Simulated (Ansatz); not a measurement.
For Pt3InN (model structure, started from the Ni3MgC type, Pm-3m, No. 221, 5 atoms in the cell), PBEsol in Ansatz (plane waves, PAW) gives:

| Property | Result |
|---|---|
| equilibrium lattice constant a | 4.202 Å |
| bulk modulus | 211 GPa |

What does r²SCAN (Ansatz, a program for electronic structure, PAW) give for the same quantities?


- lattice constant a: 4.229 Å (goes up by 0.6 %)
- bulk modulus: 201 GPa (falls by 4.7 %)

Changes are worked out from the printed values.

Unless a cell is named, each level is at its own relaxed cell (PBEsol 14.84, r²SCAN 15.13 Å³/atom).

Levels without +SOC leave out spin–orbit coupling, which shifts energies and cells of such heavy elements.

Caveats: the bulk modulus is −V dP/dV from two relaxed cells at ±2 % in volume (PBEsol, r²SCAN). Ansatz's density-functional and Hartree–Fock values are scalar-relativistic unless marked +SOC, with PAW data made under PBE.

A model structure was made by putting elements into a prototype or built by hand; it is no filed structure, need not be a known phase, and can be a saddle point held by its symmetry.
